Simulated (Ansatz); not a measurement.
**AlRu: response to strain**

Start from AlRu in the CsCl type structure (space group Pm-3m, No. 221; relaxed with 0.1 eV smearing).

```yaml
crystal:
  lattice:
    - [2.95452, 0.00000, 0.00000]
    - [0.00000, 2.95452, 0.00000]
    - [0.00000, 0.00000, 2.95452]
  atoms:
    - { symbol: Al, position: [0.50000, 0.50000, 0.50000] }
    - { symbol: Ru, position: [0.00000, 0.00000, 0.00000] }
```

Cartesian axes are those of the cell as printed.

Strains are applied to the cell and any free atomic positions relax.

All numbers come from plane-wave PAW DFT at the LDA level (Ansatz, a program for electronic structure, 420 eV), no spin-orbit coupling.

Notes on the quantities. energy relative to the base: free energy F; pressure: mean of the normal stresses, compression positive.

```
change                          energy relative to the base  pressure  shortest interatomic distance
------------------------------  ---------------------------  --------  -----------------------------
base                                             0 meV/atom   0.0 GPa                        2.559 Å
uniaxial strain ε_zz = −2.50 %                            …   6.3 GPa                        2.538 Å
uniaxial strain ε_zz = −2.00 %                +6.0 meV/atom   4.9 GPa                        2.542 Å
uniaxial strain ε_zz = −1.50 %                +3.3 meV/atom         …                        2.546 Å
uniaxial strain ε_zz = −0.50 %                +0.4 meV/atom   1.2 GPa                        2.554 Å
uniaxial strain ε_zz = +0.50 %                +0.4 meV/atom  -1.1 GPa                        2.563 Å
uniaxial strain ε_zz = +1.00 %                +1.4 meV/atom  -2.2 GPa                        2.567 Å
uniaxial strain ε_zz = +2.00 %                +5.5 meV/atom         …                        2.576 Å
uniaxial strain ε_zz = +2.50 %                +8.4 meV/atom  -5.3 GPa                        2.580 Å
uniaxial strain ε_zz = +3.00 %                 +12 meV/atom  -6.3 GPa                        2.585 Å
```

**Question.** Fill in the withheld entries from the trend.

**Answer.** 
- uniaxial strain ε_zz = −2.50 %, energy relative to the base: +9.5 meV/atom
- uniaxial strain ε_zz = −1.50 %, pressure: 3.6 GPa
- uniaxial strain ε_zz = +2.00 %, pressure: -4.3 GPa

Stability against distortions was not tested. The final runs are not spin-polarised.
